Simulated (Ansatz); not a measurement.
The reference is CdF₂ in the fluorite structure (space group Fm-3m, No. 225).

CdF2 has the cubic space group Fm-3m (No. 225), the fluorite structure, Pearson symbol cF12. Conventional cell: a = b = c = 5.3840 Å, α = β = γ = 90.00°. Cd on 4a sees 8 F at 2.331 Å (cubic). F on 8c is coordinated by 4 Cd at 2.331 Å (tetrahedral). (Neighbours: up to the widest gap in distance over summed covalent radii, below 1.35, at either atom; cation-cation and far metal-metal contacts left out.)
(The calculation used a cell of 3 atoms; values per cell refer to that cell.)

The values are results of Ansatz (an electronic-structure program) PBEsol, spin-orbit coupling left out, not measurements.

One change was made to it. Results:

```tsv
quantity	base	after
smallest direct gap	3.43 eV	3.47 eV
electron mass	0.37 mₑ (at Γ)	0.38 mₑ (at Γ)
lattice parameter a	5.384 Å	5.351 Å
```

Question: What was done to the base?
A) pressure 2.1 GPa
B) pressure 15 GPa
C) pressure −2 GPa

Answer: A, pressure 2.1 GPa. For comparison, the smallest direct gap in the other runs: pressure −2 GPa gives 3.39 eV; pressure 15 GPa gives 3.64 eV.

Load acts through the strain it causes; cell and atoms are relaxed under it. Masses are band curvatures over ±0.01 Å⁻¹ around the edge. No phonon test of stability was made. No other phases were tried under pressure.
